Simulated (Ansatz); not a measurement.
**TaSi2, element substitutions**

Start from TaSi₂ (space group P6_222, No. 180; a = 4.7588 Å, c = 6.5606 Å).

Each row replaces one element on all its sites; cell and atoms are relaxed.

All numbers come from Ansatz (a quantum-chemistry and plane-wave program), PBEsol, PAW, cutoff 420 eV, no spin-orbit coupling.

| change | lattice parameter a | c/a ratio |
|---|---|---|
| base | 4.759 Å | 1.379 |
| Ta → Nb | 4.767 Å | 1.379 |
| Si → As | 4.838 Å | 1.504 |
| Si → Pb | 5.564 Å | 1.360 |

No phonon test of stability was made. As relaxed here, TaAs2 and TaPb2 are hypothetical phases, not in the database extracts checked. All final runs are without spin polarisation. An odd electron count without spin: NbSi2, TaSi2, TaAs2 and TaPb2. TaAs2 and TaPb2 have a high density of states at the Fermi level and may be magnetic at this level.
